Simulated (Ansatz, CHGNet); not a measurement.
For NbSi2 (model structure, started from the CrSi2 type, P6₂22, No. 180, 9 atoms in the cell), the machine-learned potential CHGNet 0.3.0 (trained on PBE and PBE+U data) gives:

| Quantity | Value |
|---|---|
| equilibrium lattice constant a | 4.828 Å |
| lattice parameter c | 6.580 Å |

Problem. What does r²SCAN in Ansatz (PAW) give for the same quantities?

Solution. 
- lattice constant a: 4.796 Å (drops by 0.7 %)
- lattice parameter c: 6.580 Å (hardly moves)

Changes are worked out from the printed values.

Unless a cell is named, each level is at its own relaxed cell (CHGNet 0.3.0 14.76, r²SCAN 14.56 Å³/atom).

Ansatz's density-functional and Hartree–Fock values are scalar-relativistic unless marked +SOC, with PAW data made under PBE.

A model structure was made by putting elements into a prototype or built by hand; here it ended with the formula and space group of a phase in our tables.

Ansatz is a program for electronic structure.
